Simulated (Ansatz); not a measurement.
Data:

```xyz
6
Lattice="-0.1689 3.9792 4.3633 2.1167 0.0000 4.2749 2.2856 3.9792 -0.0885" Properties=species:S:1:pos:R:3 pbc="T T T"
Si     2.1167     5.3369     4.2749
Si     2.1167     2.7277     4.2749
Si     3.1751     4.6112     6.4123
Si     3.1751     7.2204     6.4123
Mo     0.0000     0.0055     0.0000
Mo     1.0584     1.9842     2.1374
```

No spin polarisation.

The values are results of PBEsol (Ansatz, an electronic-structure program), no spin-orbit coupling, not measurements. k-mesh 13×13×13 (Γ-centred); smearing 0.05 eV (Fermi–Dirac).

Question: What pressure (mean of the normal stresses, compression positive) does the calculation give?

Answer: 1.1 GPa.

Question: What is the computed band gap?

Answer: Zero.

Question: Predict the space group.

Answer: C2/c (No. 15).

The cells carry an imposed strain or load. Whether these cells are dynamically stable was not tested. All final runs are without spin polarisation. The cell was made from MoSi$_{2}$ (space group Fddd, No. 70; a hypothetical phase, not in the database extracts checked) by this change: tensor shear ε_xz = −3.87 %.
